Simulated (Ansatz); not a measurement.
HgSe, response to strain

Start from HgSe in the zinc blende structure (space group F-43m, No. 216; a = 6.063 Å). Axes: x, y, z lie along the cube axes.

Strains are applied to the cell and any free atomic positions relax.

Level of theory: LDA (Ansatz, a first-principles code, PAW, without spin-orbit coupling).

Notes on the quantities. pressure: mean of the normal stresses, compression positive; energy relative to the base: free energy F.

```csv
variant,pressure,shortest interatomic distance,energy relative to the base
base,0.0 GPa,2.625 Å,0 meV/atom
uniaxial strain ε_zz = −3.00 %,(withheld),(withheld),(withheld)
uniaxial strain ε_zz = −2.50 %,1.6 GPa,2.604 Å,+3.8 meV/atom
uniaxial strain ε_zz = −2.00 %,1.2 GPa,2.608 Å,+2.4 meV/atom
uniaxial strain ε_zz = −1.50 %,0.9 GPa,2.612 Å,+1.4 meV/atom
uniaxial strain ε_zz = −1.00 %,0.6 GPa,2.617 Å,+0.6 meV/atom
uniaxial strain ε_zz = −0.50 %,0.3 GPa,2.621 Å,+0.2 meV/atom
uniaxial strain ε_zz = +0.50 %,-0.3 GPa,2.630 Å,+0.1 meV/atom
uniaxial strain ε_zz = +2.00 %,-1.1 GPa,2.643 Å,+2.3 meV/atom
uniaxial strain ε_zz = +2.50 %,-1.4 GPa,2.647 Å,+3.6 meV/atom
```

### Question
Fill in the withheld entries from the trend.

### Answer

- uniaxial strain ε_zz = −3.00 %, pressure: 1.9 GPa
- uniaxial strain ε_zz = −3.00 %, shortest interatomic distance: 2.599 Å
- uniaxial strain ε_zz = −3.00 %, energy relative to the base: +5.5 meV/atom

A case with no gap was solved on a k-mesh chosen for an insulator, which is coarse for it. Stability against distortions was not tested. The final runs are not spin-polarised.
